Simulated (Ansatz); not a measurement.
**Effective masses and thermopower of SrTiO3 (Pm-3m)**

Input:

```
SrTiO3
1.0
    3.90697     0.00000     0.00000
    0.00000     3.90697     0.00000
    0.00000     0.00000     3.90697
Sr Ti O
1 1 3
Direct
  0.00000   0.00000   0.00000
  0.50000   0.50000   0.50000
  0.50000   0.00000   0.50000
  0.00000   0.50000   0.50000
  0.50000   0.50000   0.00000
```

All values below come from r2SCAN with spin-orbit coupling, rigid bands (plane waves, PAW; Ansatz, a program for electronic structure). How the cell was made: cell and atoms relaxed with r2SCAN.

| Quantity | Result |
|---|---|
| band gap | 2.25 eV |
| electron conductivity mass (300 K, dilute) | 0.72 mₑ |
| hole conductivity mass (300 K, dilute) | 1.86 mₑ |
| effective density of states N_c (300 K) | 6.6e19 cm⁻³ |
| effective density of states N_v (300 K) | 2.5e20 cm⁻³ |
| density-of-states mass, electrons | 1.90 mₑ |
| density-of-states mass, holes | 4.7 mₑ |
| Seebeck coefficient, n-type 1e19 cm⁻³, 300 K | -407 μV/K |
| Seebeck coefficient, p-type 1e19 cm⁻³, 300 K | 517 μV/K |

Rigid bands; masses and Seebeck coefficients take one relaxation time τ for all states and one kind of carrier; polarons and phonon drag are left out.
